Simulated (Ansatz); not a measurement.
# A computed series for WC: response to strain

Base system: WC (space group P-6m2, No. 187; a = 2.884 Å, c = 2.812 Å; relaxed with 0.1 eV smearing). Axes: x lies along a and z along c of the hexagonal cell.

Strains are applied to the cell and any free atomic positions relax.

Method: LDA (Ansatz, an electronic-structure program, PAW, no spin-orbit coupling).

Candidates:
(a) uniaxial strain ε_xx = +2.00 %
(b) uniaxial strain ε_xx = −2.00 %
(c) uniaxial strain ε_xx = −3.00 %
(d) uniaxial strain ε_xx = −0.50 %
(e) uniaxial strain ε_xx = +1.00 %

Notes on the quantities. energy relative to the base: free energy F.

Q: Order them by energy relative to the base, highest first.

A: (c) uniaxial strain ε_xx = −3.00 % (+23 meV/atom), (b) uniaxial strain ε_xx = −2.00 % (+10 meV/atom), (a) uniaxial strain ε_xx = +2.00 % (+9.1 meV/atom), (e) uniaxial strain ε_xx = +1.00 % (+2.3 meV/atom), (d) uniaxial strain ε_xx = −0.50 % (+0.6 meV/atom)

Stability against distortions was not tested. All final runs are without spin polarisation.
